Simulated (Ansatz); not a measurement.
The starting structures come from a database of crystals and need not be the phases stable at ambient conditions.

 Where the default PAW files enter, the runs use the earlier of Ansatz's two default sets.

Tunnelling through a barrier is set by its complex band structure: the current falls as exp(−2κd) with the smallest κ.

Data:

```
LiMgVO4
1.0
    5.71391     0.00000     0.00000
    0.00000     6.32334     0.00000
    2.85696     0.00000     4.35717
Li Mg V O
2 2 2 8
Direct
  0.83730   0.75000   0.32540
  0.16270   0.25000   0.67460
  0.50000   0.50000   0.00000
  0.50000   0.00000   0.00000
  0.14581   0.75000   0.70838
  0.85419   0.25000   0.29162
  0.26007   0.97055   0.47986
  0.73993   0.02945   0.52014
  0.73993   0.47055   0.52014
  0.26007   0.52945   0.47986
  0.22591   0.25000   0.03970
  0.77409   0.75000   0.96030
  0.26561   0.75000   0.96030
  0.73439   0.25000   0.03970
```

Space group of this cell: Cmcm. The cell is taken as given; by r2SCAN its mean pressure is -8.3 GPa.

Transport runs along the normal of the first two printed cell vectors.

The gap is the functional's own, uncorrected, and κ follows it; spin-orbit coupling is left out. Mid-gap values are interpolated between the computed energies.

### Question
Predict the band gap and the smallest decay constant κ at mid-gap from r2SCAN (Ansatz, an electronic-structure program).

### Answer
Gap 3.55 eV on a 8×6×8 mesh; κ = 0.602 1/Å, at (0.500, 0.000) of the in-plane reciprocal vectors. At the zone centre, at the nearest computed energy, the slowest state has κ = 0.61 1/Å.
